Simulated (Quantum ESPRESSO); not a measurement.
Quantum ESPRESSO run on InO (P6_3mc, 4 atoms in the cell): self-consistent single point.

Method of the run: PBEsol, GBRV 1.5 ultrasoft (PBESOL) pseudopotentials (plane waves; Quantum ESPRESSO).

```xyz
4
Lattice="3.6898 0.0000 0.0000 -1.8449 3.1955 0.0000 0.0000 0.0000 6.0861" Properties=species:S:1:pos:R:3 pbc="T T T"
In     0.0000     2.1303     0.0046
In     1.8449     1.0652     3.0476
O      0.0000     2.1303     2.2778
O      1.8449     1.0652     5.3208
```

Reference input (self-consistent single point, DFT, LDA (PZ), plane waves, GBRV 1.5 ultrasoft (LDA) pseudopotentials): ecutwfc = 40 Ry; ecutrho = 200 Ry; occupations = smearing; smearing = fermi-dirac; degauss = 0.0073499 Ry; potentials = {In: in_lda_v1.4.uspp.F.UPF, O: o_lda_v1.2.uspp.F.UPF}; K_POINTS = automatic 10 10 6 0 0 0; conv_thr = 1e-09 Ry; mixing_beta = 0.7. This run's input differs from it in these lines:

```diff
@@ -22,4 +22,4 @@
 ATOMIC_SPECIES
-In   114.8180  in_lda_v1.4.uspp.F.UPF
-O     15.9990  o_lda_v1.2.uspp.F.UPF
+In   114.8180  in_pbesol_v1.4.uspp.F.UPF
+O     15.9990  o_pbesol_v1.2.uspp.F.UPF
 ATOMIC_POSITIONS {crystal}
```

Output, abridged:

```
     Self-consistent Calculation

     iteration #  1     ecut=    40.00 Ry     beta= 0.70

     total energy              =    -329.36912460 Ry
     estimated scf accuracy    <       3.33178783 Ry

     iteration #  2     ecut=    40.00 Ry     beta= 0.70

     total energy              =    -330.40260187 Ry
     estimated scf accuracy    <       1.65540278 Ry

     iteration #  3     ecut=    40.00 Ry     beta= 0.70

     total energy              =    -330.77170681 Ry
     estimated scf accuracy    <       0.39379692 Ry

   [... 5 blocks of this kind left out ...]

     iteration #  9     ecut=    40.00 Ry     beta= 0.70

     total energy              =    -330.83713520 Ry
     estimated scf accuracy    <          3.8E-09 Ry

     iteration # 10     ecut=    40.00 Ry     beta= 0.70
     End of self-consistent calculation

     the Fermi energy is     9.0445 ev

!    total energy              =    -330.83713520 Ry
     estimated scf accuracy    <          4.4E-10 Ry
     smearing contrib. (-TS)   =      -0.00361774 Ry
     internal energy E=F+TS    =    -330.83351747 Ry

     convergence has been achieved in  10 iterations

     Forces acting on atoms (cartesian axes, Ry/au):

     atom    1 type  1   force =     0.00000000   -0.00000000   -0.00086230
     atom    2 type  1   force =    -0.00000000   -0.00000000   -0.00086230
     atom    3 type  2   force =     0.00000000    0.00000000    0.00086230
     atom    4 type  2   force =     0.00000000    0.00000000    0.00086230

     Total force =     0.001725     Total SCF correction =     0.000006

          total   stress  (Ry/bohr**3)                   (kbar)     P=      -52.04
  -0.00035886   0.00000000   0.00000000          -52.79        0.00        0.00
   0.00000000  -0.00035886   0.00000000            0.00      -52.79        0.00
   0.00000000   0.00000000  -0.00034362            0.00        0.00      -50.55

   JOB DONE.
```

The run converged in 10 iterations. Against the reference run the pressure goes from -7.94 to -5.20 GPa and the largest force goes from 0.032 to 0.022 eV/Å.

The starting cell comes from a database of computed structures (which also holds hypothetical and non-ambient phases and stackings), without a prior relaxation at this level. With a pressure of about -5 GPa the cell is away from its equilibrium volume at this level. The run gives no clean gap (levels at the Fermi energy touch, overlap or are partly filled at this smearing), which alone does not show that the compound is a metal.
